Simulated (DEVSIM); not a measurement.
System: illuminated Si n-on-p cell, one wavelength, at 400 K.

```tsv
layer (left to right)	material	thickness (μm)	Nd (cm⁻³)	Na (cm⁻³)	τn (s)	τp (s)	absorption coefficient (cm⁻¹)
1	Si	0.980	2.7e18	-	5.8e-6	2.5e-5	920
2	Si	220	-	2.8e16	8.1e-5	8.1e-5	920
```

Left contact: ohmic, minority hole recombination velocity 5e5 cm/s. Right contact: ohmic, minority electron recombination velocity 400 cm/s. Voltage is applied to the left contact. Recombination: SRH at mid-gap, radiative, Auger. Gap narrowing is on: ΔEg = 6.92 meV × (l + √(l² + 0.5)), l = ln(N/1.3e17 cm⁻³), shared equally by both band edges. Light enters at the left, 1.1e17 photons cm⁻² s⁻¹, one pass, no reflection. Mobility is μmin + (μ − μmin)/(1 + (N/Nref)^α).

Constants are typed, rounded textbook-type inputs, not results; the design itself was drawn at random and stands for no fabricated device. Values at 300 K; Nc and Nv go as T^1.5, mobilities as T to minus their exponent, the gap by Varshni's rule with the affinity fixed.

| parameter | Si |
|---|---|
| gap (eV) | 1.124 |
| affinity (eV) | 4.05 |
| permittivity | 11.7 |
| Nc (cm⁻³) | 2.86e19 |
| Nv (cm⁻³) | 3.1e19 |
| μn (cm²/Vs) | 1417 |
| μp (cm²/Vs) | 470 |
| μn,min | 52 |
| μp,min | 45 |
| Nref,n | 9.7e16 |
| Nref,p | 2.2e17 |
| αn | 0.68 |
| αp | 0.72 |
| T exponent of μn | 2.3 |
| T exponent of μp | 2.2 |
| B (cm³/s) | 4.7e-15 |
| Cn (cm⁶/s) | 2.8e-31 |
| Cp (cm⁶/s) | 9.9e-32 |
| Varshni α (eV/K) | 0.000473 |
| Varshni β (K) | 636 |

Simulated with DEVSIM: 1D drift-diffusion, Boltzmann statistics, complete ionisation; no tunnelling, impact ionisation, image-force lowering or self-heating.

The photon flux was swept, all else fixed.

| photon flux (cm^-2 s^-1) | open-circuit voltage (V) | largest power (mW/cm²) | fill factor | short-circuit current (mA/cm²) |
|---|---|---|---|---|
| 3.3e15 | ? | 0.0827 | ? | ? |
| 1.1e16 | 0.303 | 0.335 | 0.67 | 1.65 |
| 3.3e16 | 0.341 | 1.16 | 0.69 | 4.94 |
| 1.1e17 | 0.383 | 4.49 | 0.71 | 16.5 |
| 3.3e17 | 0.420 | 15.2 | 0.73 | 49.5 |
| 1.1e18 | 0.462 | 56.6 | 0.74 | 165 |
| 3.3e18 | 0.499 | 185 | 0.75 | 496 |

Some entries are withheld; supply them.


- 3.3e15, open-circuit voltage (V): 0.262
- 3.3e15, fill factor: 0.64
- 3.3e15, short-circuit current (mA/cm²): 0.494
